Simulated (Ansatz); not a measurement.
Input and output of a self-consistent single point for Lu (P6/mmm, 3 atoms in the cell) (Ansatz, an electronic-structure program)

Method: PBE (plane waves, PAW; Ansatz).

The input file:

Ansatz 0.2 input:
```yaml
# Lu
crystal:
  lattice:
    - [5.510695, 0.000000, 0.000000]
    - [-2.755347, 4.772402, 0.000000]
    - [0.000000, 0.000000, 3.351694]
  atoms:
    - { symbol: Lu, position_ang: [0.000000, 0.000000, 0.000000] }
    - { symbol: Lu, position_ang: [-0.000002, 3.181603, 1.675847] }
    - { symbol: Lu, position_ang: [2.755350, 1.590799, 1.675847] }
kpoints:
  mp_grid: { grid: [5, 5, 7] }
hamiltonian:
  xc: pbe
  pseudopotentials: { kind: paw }
scf:
  occupations: { method: cold, width: 0.272 eV }
output:
  forces: true
  eigenvalues: true
  stress: true
```

Output (repeated stretches shortened):

```
WARN the atoms were moved onto the symmetric positions of the space group found under crystal.symmetry.tolerance 1.0e-5 (fractional …
WARN basis.ecutwfc = 420 eV, the default
WARN ansatz: RAYON_NUM_THREADS=1 ignored (pool sized by the plan → 1); use --threads N
Pseudopotentials: kind: paw
Pseudopotential: Lu, paw, valence charge 25
Crystal: 3 atoms, lattice volume = 88.147 Å³
Basis set: ecut = 420 eV, 1733 PW (Γ), exchange–correlation on 80×80×48 points (8 copies of the dense FFT grid, shifted against one another)
Bands: 45, of which v1, the nominal top of the filled ones, is band 38 counted from 1 (37 counted from 0)
Symmetry: 24 space group operations
Space group: P6/mmm (ITA 191), of the structure as read, at distance tolerance 4.5e-5 Å
k-points: 20 of 175
Initial density: superposition of atomic densities (neutral atoms: chi_scale 0, normalization atom), corrected by the library's trained network
Initial wavefunctions: pseudopotential atomic-orbital guess
Eigensolver: davidson
Functional: x = pbe(κ = 0.804, μ = 0.2195149727645171), c = pbe(β = 0.06672455060314922)
SCF iter   1: F=—  HF=-44196.996989 eV  |F-HF|=—  |Δ(HF+E_count)|=         —  Δρ=2.82e-3  dr2=5.80e-3  ethr=1.77e-3  ⟨swp⟩=5.4  Hψ=3558  notcnv=0
all-band conjugate gradients solve this SCF's bands
preconditioner: auto → Kerker (q_TF=auto, 2.656 Å⁻¹)
SCF iter   2: F=—  HF=-44196.988998 eV  |F-HF|=—  |Δ(HF+E_count)|=   7.99e-3  S|Δr|=    0.00e0  Δρ=2.01e-3  dr2=3.29e-3  ethr=7.74e-6  ⟨swp⟩=3.0  Hψ=2168  notcnv=0
SCF iter   3: F=—  HF=-44196.988290 eV  |F-HF|=—  |Δ(HF+E_count)|=   7.08e-4  S|Δr|=    0.00e0  Δρ=1.27e-3  dr2=1.44e-3  ethr=4.38e-6  ⟨swp⟩=3.4  Hψ=2183  notcnv=0  defer=3
SCF iter   4: F=—  HF=-44196.988148 eV  |F-HF|=—  |Δ(HF+E_count)|=   1.41e-4  S|Δr|=    0.00e0  Δρ=5.62e-4  dr2=2.27e-4  ethr=1.92e-6  ⟨swp⟩=2.2  Hψ=1490  notcnv=0  defer=3
SCF iter   5: F=—  HF=-44196.988044 eV  |F-HF|=—  |Δ(HF+E_count)|=   1.04e-4  S|Δr|=    0.00e0  Δρ=1.58e-4  dr2=1.18e-5  ethr=3.03e-7  ⟨swp⟩=3.3  Hψ=2110  notcnv=0  defer=3
SCF iter   6: F=—  HF=-44196.988037 eV  |F-HF|=—  |Δ(HF+E_count)|=   6.71e-6  S|Δr|=    0.00e0  Δρ=5.82e-5  dr2=2.16e-6  ethr=1.57e-8  ⟨swp⟩=3.3  Hψ=2223  notcnv=0  defer=3
SCF iter   7: F=—  HF=-44196.988033 eV  |F-HF|=—  |Δ(HF+E_count)|=   4.28e-6  S|Δr|=    0.00e0  Δρ=2.43e-5  dr2=2.95e-7  ethr=2.88e-9  ⟨swp⟩=3.0  Hψ=1875  notcnv=0  defer=3
SCF iter   8: F=-44196.988033 eV  HF=-44196.988033 eV  |F-HF|=4.69e-8  |Δ(HF+E_count)|=   3.35e-8  S|Δr|=    0.00e0  Δρ=1.01e-5  dr2=5.67e-8  ethr=1.33e-10  ⟨swp⟩=12.8  Hψ=5844  notcnv=0
SCF 1 converged in 8 iterations: F = -44196.988033 eV  dr2 = 5.67e-8
SCF converged after 8 iterations
Stability not checked (fill_not_monotonic)
Free energy (F): -44196.988033 eV
Harris-Foulkes:  -44196.988033 eV  (|F-HF|=4.69e-8)
Internal energy: -44196.971143 eV  (E = F + TS)
E sigma→0 (E₀):  -44196.982403 eV
Entropy (-TS):   -0.016890 eV (-5.630 meV/atom)
Fermi energy:    13.551305 eV
--- Per-component energies (eV) ---
  E_band       = -26.875155
  E_kinetic    = 1252.780335
  E_local      = -20283.362484  (includes V_loc(G=0)·N_el)
  E_nonlocal   = 1729.857440
  E_hartree    = 8494.763067
  E_xc         = -652.908276
  E_vxc        = -772.641975  (∫ρ·V_xc dr)
  E_paw        = -22122.873765  (= ΣΔE_a)
  E_vpaw       = 1056.959838  (= ΣTr[D̂ρ^β])
  E_aug_tail   = 0.000101  (compensation charges beyond the density's cutoff)
  E_ewald      = -12615.227561
  E_smearing   = -0.016890  (= −TS)
  E_closure    = -0.000000  (closes the sum)
  Σ components = -44196.988033   (vs F -44196.988033, Δ=0.00e0)
--- Forces (eV/Å), atoms counted from 1 ---
  atom   1  Lu     0.00000000    -0.00000000     0.00000000
   [... zero for the other atoms too ...]
  max |Σ_I F_I| component: 4.63e-18 eV/Å
--- Stress (GPa, compression-positive) ---
       -1.585131       0.000000       0.000000
        0.000000      -1.585131       0.000000
        0.000000       0.000000       0.967867
  P = ⅓ Tr σ = -0.7341 GPa (-7.341 kbar)
  The stress holds the Pulay correction. Without it, at fixed plane waves, as pw.x and ABINIT print it: P = -0.7752 GPa
--- Band table (eV; the first three rows and the last of 20) ---
  k-point 0: bands = ["-42.6940", "-42.6496", "-42.5446", "-13.5586", "-13.5586", "-13.3310", "-13.3310", "-13.2382", "-13.1469", "-13.0817", "-13.0817", "-13.0148", "7.5905", "8.4906", "8.4992", "8.5139", "8.5139", "8.5473", "8.5473", "8.5540", [...]
  k-point 1: bands = ["-42.6910", "-42.6470", "-42.5421", "-13.5507", "-13.5507", "-13.3127", "-13.3127", "-13.3040", "-13.2096", "-13.0873", "-13.0873", "-13.0838", "7.9788", "8.4932", "8.5009", "8.5215", "8.5215", "8.5409", "8.5540", "8.5540", [...]
  k-point 2: bands = ["-42.6844", "-42.6409", "-42.5363", "-13.5328", "-13.5328", "-13.4491", "-13.3478", "-13.2651", "-13.2651", "-13.2354", "-13.1066", "-13.1066", "8.4934", "8.5047", "8.5149", "8.5397", "8.5397", "8.5562", "8.5562", "8.5580", [...]
  k-point 19: bands = ["-42.6620", "-42.6532", "-42.5318", "-13.6000", "-13.5462", "-13.5080", "-13.4165", "-13.2910", "-13.2889", "-13.1801", "-13.1635", "-13.1132", "8.5111", "8.5148", "8.5232", "8.5309", "8.5352", "8.5444", "8.5505", "8.5551", [...]
```

The run converged in 8 iterations.

The starting cell was generated: these elements placed on a structure prototype, without a prior relaxation; it need not be a known phase or ordering of this composition. Spin-orbit coupling is off. Ansatz's pressure includes its estimate of the finite-basis (Pulay) stress.
